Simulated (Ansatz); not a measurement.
Consider SiO₂ in the rutile structure (space group P4_2/mnm, No. 136).

```yaml
crystal:
  lattice:
    - [4.15488, 0.00000, 0.00000]
    - [0.00000, 4.15488, 0.00000]
    - [0.00000, 0.00000, 2.66145]
  atoms:
    - { symbol: Si, position: [0.00000, 0.00000, 0.00000] }
    - { symbol: Si, position: [0.50000, 0.50000, 0.50000] }
    - { symbol: O, position: [0.30558, 0.30558, 0.00000] }
    - { symbol: O, position: [0.80558, 0.19442, 0.50000] }
    - { symbol: O, position: [0.19442, 0.80558, 0.50000] }
    - { symbol: O, position: [0.69442, 0.69442, 0.00000] }
```

Cartesian axes are those of the cell as printed.

Calculations: LDA (Ansatz, a first-principles code; PAW; 420 eV plane waves; no spin-orbit coupling).

For the base:

The band gap is 5.81 eV and the electron mass is 0.40 mₑ along c, 0.52 mₑ across (at Γ). The valence-band top at Γ comes out as 0.00, -0.91, -0.91 eV.

Modification: the cell is stretched by 1.80 % along x with no lateral relaxation; the atoms relax in the strained cell.

Task: What does the calculation give for the energy relative to the base, band gap, electron mass and valence-band top at Γ after the change?

Result: The energy goes up by 3.4 meV/atom; the band gap falls by 0.25 eV (5.81 eV → 5.56 eV); the electron mass changes from 0.40 mₑ along c, 0.52 mₑ across (at Γ) to 0.48 mₑ along x, 0.52 mₑ along y, 0.39 mₑ along z (at Γ); the valence-band top at Γ (three highest levels, from the VBM) goes from 0.00, -0.91, -0.91 eV to 0.00, -0.82, -0.94 eV.

Masses are band curvatures over ±0.01 Å⁻¹ around the edge. Whether these cells are dynamically stable was not tested.
